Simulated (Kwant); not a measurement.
Model system: six-terminal Hall bar in a InAs two-dimensional gas. Effective mass 0.023 mₑ, grid spacing 5.8 nm, hard walls, nominal width 150 nm (25 grid rows, so walls 150.8 nm apart), one parabolic valley, scattering region 390 nm long along x; energies count from the band bottom; Fermi energy 0.0228 eV. Four side probes 75 nm wide, two on each edge; current runs along x; the sign of the Hall resistance is a convention. Perpendicular field swept from 0.37748 to 7.7006 T, also in the leads; orbital effect alone.

Constants are typed, rounded textbook-type inputs, not results; the design itself was drawn at random and stands for no fabricated device.

Computed with Kwant: effective-mass tight-binding model on a square grid, one spin, coherent transport at 0 K. Resistances are in h/e².

### Question
How many Landau levels lie under the Fermi energy, and what Hall resistance follows, at 22.8 meV and 0.750 T; 22.8 meV and 3.85 T; 22.8 meV and 5.71 T; 22.8 meV and 6.34 T?

### Answer
ħωc = ħeB/m = 5.03 meV a tesla; levels lie at (n + ½)ħωc. E/ħωc = 6.04 gives 6 levels and h/(6e²) = 0.167; simulated 0.153, off the plateau. E/ħωc = 1.18 gives 1 level and h/(1e²) = 1.000; simulated 1.000. E/ħωc = 0.79 gives 1 level and h/(1e²) = 1.000; simulated 1.000. E/ħωc = 0.72 gives 1 level and h/(1e²) = 1.000; simulated 1.000. The count is that of a wide sample; where the walls of bar or probes squeeze the orbits, it misses.
